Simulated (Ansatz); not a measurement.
The work function (top / bottom face where they differ) in a series of structures.

Cell A: a sheet of composition La2, 2 atoms, hexagonal cell of 5.13 Å (22.8 Å²), symmetry P6/mmm, 0.0 Å thick under 16 Å of vacuum, in-plane vectors relaxed; planes from bottom to top: La2, all atoms in one plane; a model cell; spin state with PBE: parallel moments, net moment 2.0 μB a cell, k-point mesh 12×12×1.
```
La
1.0
    5.13248     0.00000     0.00000
   -2.56624     4.44486     0.00000
    0.00000     0.00000    16.00000
La
2
Cartesian
  0.00000   2.96324   8.00000
  2.56624   1.48162   8.00000
```

Cell B: a sheet of composition La, 1 atom, square cell of 3.24 Å (10.5 Å²), symmetry P4/mmm, 0.0 Å thick under 16 Å of vacuum, in-plane vectors relaxed; planes from bottom to top: La; a model cell; spin state with PBE: no moments, k-point mesh 18×18×1.
```
La
1.0
    3.24131     0.00000     0.00000
    0.00000     3.24131     0.00000
    0.00000     0.00000    16.00000
La
1
Cartesian
  0.00000   0.00000   8.00000
```

Cell C: a sheet of composition La, 1 atom, hexagonal cell of 3.42 Å (10.1 Å²), symmetry P6/mmm, 0.0 Å thick under 16 Å of vacuum, in-plane vectors relaxed; planes from bottom to top: La; a model cell; spin state with PBE: no moments, k-point mesh 24×24×1.
```
La
1.0
    3.41620     0.00000     0.00000
   -1.70810     2.95852     0.00000
    0.00000     0.00000    16.00000
La
1
Direct
  0.00000   0.00000   0.50000
```

All numbers come from Ansatz (a program for electronic structure), plane waves with PAW, its PAW set soft_1, cutoff 420 eV. The structures are at rest with PBE. Neutral cells; Fermi-Dirac smearing of at most 0.10 eV in the solids, energies taken to zero width. The runs are scalar-relativistic, without spin-orbit coupling. No search over spin orders was made beyond those shown. A dispersion term ran beside these levels; it doesn't touch the electrons. Vacuum level less Fermi level; the slabs are metallic.

Predict the work function (top / bottom face where they differ) (eV) of each cell with PBE.


```
system   PBE
------  ----
A       3.15
B       3.27
C       3.16
```

With PBE the top face's value is lowest for A and highest for B.
